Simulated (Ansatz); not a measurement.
The reference is MgS in the rock salt structure (space group Fm-3m, No. 225).

```
CELL_PARAMETERS angstrom
      0.00000     2.56462     2.56462
      2.56462     0.00000     2.56462
      2.56462     2.56462     0.00000
ATOMIC_POSITIONS crystal
  Mg 0.00000 0.00000 0.00000
  S  0.50000 0.50000 0.50000
```

All numbers come from LDA in Ansatz (plane waves to 420 eV, PAW, no spin-orbit coupling).

Strains are applied to the cell and any free atomic positions relax.

One change was made to it. Results:

```tsv
quantity	base	after
hole mass (degenerate bands, along [100])	0.25, 0.89, 0.89 mₑ (at Γ)	0.24, 0.90, 0.90 mₑ (at Γ)
width of the top valence band	2.54 eV	2.49 eV
energy relative to the base (free energy F)	0 meV/atom	+1.0 meV/atom
```

Problem. Which change produced these results?
(A) isotropic strain −3.00 %
(B) isotropic strain +1.50 %
(C) isotropic strain +0.50 %
(D) isotropic strain −2.50 %

Solution. C, isotropic strain +0.50 %. For comparison, the energy relative to the base in the other runs: isotropic strain −3.00 % gives +39 meV/atom; isotropic strain −2.50 % gives +27 meV/atom; isotropic strain +1.50 % gives +8.5 meV/atom.

The levels and masses belong to the bands next to the band gap. Masses are band curvatures over ±0.01 Å⁻¹ around the edge. Whether these cells are dynamically stable was not tested.

Ansatz is a quantum-chemistry and plane-wave program.
